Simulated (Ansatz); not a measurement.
Candidates (primitive cells; geometry: cell and atoms relaxed with PBEsol):
A. BP (F-43m), a = b = c = 3.196 Å, α = β = γ = 60.00°
B. GaAs (F-43m), a = 4.001 Å, b = 4.001 Å, c = 4.001 Å, α = 60.00°, β = 60.00°, γ = 60.00°
C. CdSe (F-43m), a = 4.3002 Å, b = 4.3002 Å, c = 4.3002 Å, α = 60.00°, β = 60.00°, γ = 60.00°

**Question.** Put the candidates in order of electron conductivity mass, lowest first, for PBEsol, rigid bands (Ansatz, a quantum-chemistry and plane-wave program).

**Answer.** B (0.033 mₑ), C (0.061 mₑ), A (0.33 mₑ)

Masses are for dilute carriers at 300 K, harmonic means over directions unless an axis is named. Spin-orbit coupling is left out.
